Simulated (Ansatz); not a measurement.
# Ansatz run on Cu (Fm-3m, 1 atom in the cell): self-consistent single point

Method: PBE (plane waves, PAW; Ansatz, a first-principles code).

Input:

Ansatz 0.2 input:
```yaml
crystal:
  lattice:
    - [0.000000, 1.810415, 1.810415]
    - [1.810415, 0.000000, 1.810415]
    - [1.810415, 1.810415, 0.000000]
  atoms:
    - { symbol: Cu, position_ang: [0.000000, 0.000000, 0.000000] }
basis:
  ecutwfc: 30.9 Ry
kpoints:
  mp_grid: { grid: [16, 16, 16] }
hamiltonian:
  xc: pbe
  pseudopotentials: { kind: paw }
scf:
  occupations: { method: gaussian, width: 0.0073 Ry }
output:
  forces: true
  eigenvalues: true
  stress: true
```

Log, with long lists cut:

```
WARN ansatz: RAYON_NUM_THREADS=1 ignored (pool sized by the plan → 1); use --threads N
Pseudopotentials: kind: paw
Pseudopotential: Cu, paw, valence charge 19
Crystal: 1 atoms, lattice volume = 11.868 Å³
Basis set: ecut = 420.4159175005146 eV, 259 PW (Γ), exchange–correlation on 36×36×36 points (8 copies of the dense FFT grid, shifted against one another)
Bands: 14, of which v1, the nominal top of the filled ones, is band 10 counted from 1 (9 counted from 0)
Symmetry: 48 space group operations
Space group: Fm-3m (ITA 225), of the structure as read, at distance tolerance 2.3e-5 Å
k-points: 145 of 4096
Initial density: superposition of atomic densities (neutral atoms: chi_scale 0, normalization atom), corrected by the library's trained network
Initial wavefunctions: pseudopotential atomic-orbital guess
Eigensolver: davidson
Functional: x = pbe(κ = 0.804, μ = 0.2195149727645171), c = pbe(β = 0.06672455060314922)
SCF iter   1: F=—  HF=-6625.174823 eV  |F-HF|=—  |Δ(HF+E_count)|=         —  Δρ=1.05e-3  dr2=6.31e-5  ethr=1.77e-3  ⟨swp⟩=5.3  Hψ=10092  notcnv=0
all-band conjugate gradients solve this SCF's bands
preconditioner: auto → none
SCF iter   2: F=—  HF=-6625.174940 eV  |F-HF|=—  |Δ(HF+E_count)|=   1.17e-4  Δρ=3.82e-4  dr2=5.12e-6  ethr=3.32e-7  ⟨swp⟩=2.4  Hψ=4713  notcnv=0
SCF iter   3: F=—  HF=-6625.174953 eV  |F-HF|=—  |Δ(HF+E_count)|=   1.30e-5  Δρ=1.14e-4  dr2=5.38e-7  ethr=2.69e-8  ⟨swp⟩=2.3  Hψ=2614  notcnv=0
iter 4 did not close the SCF: its close was put off for the readings that it lacked (scf_convergence_deferred on its scf_iter line)
SCF iter   4: F=-6625.174954 eV  HF=-6625.174954 eV  |F-HF|=6.37e-9  |Δ(HF+E_count)|=   1.02e-6  Δρ=9.10e-6  dr2=3.50e-9  ethr=2.83e-9  ⟨swp⟩=2.1  Hψ=2661  notcnv=0
iter 5 did not close the SCF: its close was put off for the readings that it lacked (scf_convergence_deferred on its scf_iter line)
SCF iter   5: F=-6625.174954 eV  HF=-6625.174954 eV  |F-HF|=3.38e-10  |Δ(HF+E_count)|=   1.51e-9  Δρ=2.48e-6  dr2=1.37e-10  ethr=1.84e-11  ⟨swp⟩=2.1  Hψ=3244  notcnv=0
SCF iter   6: F=-6625.174954 eV  HF=-6625.174954 eV  |F-HF|=0.00e0  |Δ(HF+E_count)|=  4.44e-10  Δρ=8.31e-8  dr2=2.44e-13  ethr=1.00e-12  ⟨swp⟩=2.0  Hψ=6403  notcnv=0
SCF 1 converged in 6 iterations: F = -6625.174954 eV  dr2 = 2.44e-13
SCF converged after 6 iterations
Free energy (F): -6625.174954 eV
Harris-Foulkes:  -6625.174954 eV  (|F-HF|=0.00e0)
Internal energy: -6625.173382 eV  (E = F + TS)
E sigma→0 (E₀):  -6625.174168 eV
Entropy (-TS):   -0.001572 eV (-1.572 meV/atom)
Fermi energy:    16.631398 eV
--- Per-component energies (eV) ---
  E_band       = -361.005244
  E_kinetic    = 299.902197
  E_local      = -4059.326899  (includes V_loc(G=0)·N_el)
  E_nonlocal   = 389.829748
  E_hartree    = 1787.998298
  E_xc         = -89.550127
  E_vxc        = -115.562419  (∫ρ·V_xc dr)
  E_paw        = -1662.880925  (= ΣΔE_a)
  E_vpaw       = -451.844804  (= ΣTr[D̂ρ^β])
  E_aug_tail   = 0.000309  (compensation charges beyond the density's cutoff)
  E_ewald      = -3291.145984
  E_smearing   = -0.001572  (= −TS)
  E_closure    = -0.000000  (closes the sum)
  Σ components = -6625.174954   (vs F -6625.174954, Δ=0.00e0)
--- Forces (eV/Å), atoms counted from 1 ---
  atom   1  Cu    -0.00000000     0.00000000     0.00000000
  max |Σ_I F_I| component: 2.88e-32 eV/Å
--- Stress (GPa, compression-positive) ---
        1.139045       0.000000       0.000000
       -0.000000       1.139045      -0.000000
        0.000000      -0.000000       1.139045
  P = ⅓ Tr σ = 1.1390 GPa (11.390 kbar)
  The stress holds the Pulay correction. Without it, at fixed plane waves, as pw.x and ABINIT print it: P = 1.0145 GPa
--- Band table (eV; the first three rows and the last of 145) ---
  k-point 0: bands = ["-95.8962", "-53.2093", "-53.2093", "-53.2093", "7.2908", "13.6797", "13.6797", "13.6797", "14.5068", "14.5068", "39.2316", "41.6944", "41.6944", "41.6944"]
  k-point 1: bands = ["-95.8957", "-53.2134", "-53.2099", "-53.2099", "7.4328", "13.6494", "13.7067", "13.7067", "14.4962", "14.4962", "38.3173", "40.2601", "41.2537", "41.2537"]
  k-point 2: bands = ["-95.8942", "-53.2248", "-53.2117", "-53.2117", "7.8529", "13.5692", "13.7736", "13.7736", "14.4778", "14.4778", "35.3688", "39.8094", "40.4985", "40.4985"]
  k-point 144: bands = ["-95.8783", "-53.2797", "-53.2797", "-53.2503", "12.5568", "13.1645", "13.1645", "14.4636", "15.2233", "22.8253", "22.8253", "24.9425", "25.3690", "44.7521"]
```

The run converged in 6 iterations.

The starting cell has typed, rounded lattice constants, without a prior relaxation at this level. Its lattice was rescaled by up to half a per cent. Spin polarisation is off. Ansatz's pressure includes its estimate of the finite-basis (Pulay) stress.
